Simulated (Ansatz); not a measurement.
fcc Au (1 1 1) on wurtzite ZnO (0 0 1) (film strained to the substrate, faces as cut)

A periodic stack without vacuum, fcc Au (1 1 1) on wurtzite ZnO (0 0 1) (film strained to the substrate, faces as cut): substrate slab Zn18O18, film Au16, surface cells [[1, 2], [-2, -1]] and [[0, 2], [-2, 0]], film strained by -3.4 and -3.4 %, faces O/Zn and Au/Au as cut (like faces can put a slab off its formula).

The start was prepared with a machine-learned potential, and the result is one local minimum, with the in-plane cell held and forces under 0.04 eV/Å; the film can end far from its bulk form.

Calculation: PBE (plane waves to 420 eV, PAW; Ansatz, an electronic-structure program). Spin–orbit coupling is left out; the runs are not spin-polarised; PBE gaps are too small against experiment. Its k-point mesh 5×5×1, Fermi–Dirac width 0.05 eV.

```
Property                                                                                    Value
--------------------------------------------------------------------------------  ---------------
interface area                                                                            27.9 Å²
period                                                                                    26.47 Å
gaps between the outermost planes at the two interfaces                           2.35 and 2.25 Å
Au–Zn contacts across the interfaces within 1.22 times the sum of covalent radii   8, mean 2.86 Å
Au–O contacts across the interfaces within 1.22 times the sum of covalent radii    2, mean 2.39 Å
```

```yaml
crystal:
  lattice:
    - [5.67954, 0.00005, 0.08960]
    - [-2.83975, 4.91921, -0.04867]
    - [2.07369, -1.25045, 26.50405]
  atoms:
    - { symbol: Zn, position: [0.35193, 0.36317, 0.07333] }
    - { symbol: Zn, position: [0.02198, 0.69781, 0.06689] }
    - { symbol: Zn, position: [0.68353, 0.03286, 0.07336] }
    - { symbol: Zn, position: [0.65767, 0.72234, 0.17108] }
    - { symbol: Zn, position: [0.31582, 0.05109, 0.17082] }
    - { symbol: Zn, position: [0.98697, 0.39310, 0.17111] }
    - { symbol: O, position: [0.32702, 0.38360, 0.14928] }
    - { symbol: O, position: [0.99427, 0.71495, 0.14518] }
    - { symbol: O, position: [0.66061, 0.05013, 0.14933] }
    - { symbol: O, position: [0.68434, 0.69294, 0.04950] }
    - { symbol: O, position: [0.36633, 0.03270, 0.04949] }
    - { symbol: O, position: [0.02628, 0.35044, 0.04917] }
    - { symbol: Zn, position: [0.28856, 0.41324, 0.27041] }
    - { symbol: Zn, position: [0.95528, 0.74762, 0.27134] }
    - { symbol: Zn, position: [0.62145, 0.08033, 0.27036] }
    - { symbol: Zn, position: [0.58962, 0.77220, 0.37016] }
    - { symbol: Zn, position: [0.25745, 0.10623, 0.37089] }
    - { symbol: Zn, position: [0.92352, 0.43802, 0.37016] }
    - { symbol: O, position: [0.26412, 0.43216, 0.34706] }
    - { symbol: O, position: [0.93120, 0.76690, 0.34766] }
    - { symbol: O, position: [0.59684, 0.09946, 0.34700] }
    - { symbol: O, position: [0.63019, 0.74107, 0.24758] }
    - { symbol: O, position: [0.29431, 0.07306, 0.24736] }
    - { symbol: O, position: [0.96233, 0.40907, 0.24760] }
    - { symbol: Zn, position: [0.22542, 0.46644, 0.47014] }
    - { symbol: Zn, position: [0.89002, 0.79553, 0.46993] }
    - { symbol: Zn, position: [0.56096, 0.13110, 0.47026] }
    - { symbol: Zn, position: [0.52627, 0.82482, 0.57389] }
    - { symbol: Zn, position: [0.19493, 0.15638, 0.56768] }
    - { symbol: Zn, position: [0.86022, 0.49297, 0.57395] }
    - { symbol: O, position: [0.20137, 0.48672, 0.54674] }
    - { symbol: O, position: [0.86564, 0.81568, 0.54663] }
    - { symbol: O, position: [0.53763, 0.15150, 0.54686] }
    - { symbol: O, position: [0.56586, 0.79173, 0.44667] }
    - { symbol: O, position: [0.23282, 0.12541, 0.44764] }
    - { symbol: O, position: [0.89939, 0.45806, 0.44666] }
    - { symbol: Au, position: [0.16705, 0.19768, 0.66876] }
    - { symbol: Au, position: [0.67208, 0.19720, 0.66328] }
    - { symbol: Au, position: [0.16972, 0.69994, 0.66262] }
    - { symbol: Au, position: [0.66605, 0.69316, 0.66367] }
    - { symbol: Au, position: [0.75542, 0.54267, 0.76831] }
    - { symbol: Au, position: [0.25576, 0.54064, 0.76708] }
    - { symbol: Au, position: [0.75738, 0.04085, 0.76575] }
    - { symbol: Au, position: [0.25573, 0.04292, 0.76911] }
    - { symbol: Au, position: [0.39484, 0.88421, 0.86100] }
    - { symbol: Au, position: [0.89328, 0.88742, 0.86813] }
    - { symbol: Au, position: [0.39102, 0.38872, 0.86883] }
    - { symbol: Au, position: [0.88778, 0.37980, 0.86212] }
    - { symbol: Au, position: [0.07294, 0.19361, 0.96385] }
    - { symbol: Au, position: [0.56809, 0.17185, 0.95942] }
    - { symbol: Au, position: [0.08234, 0.68393, 0.95466] }
    - { symbol: Au, position: [0.58664, 0.67998, 0.96410] }
```
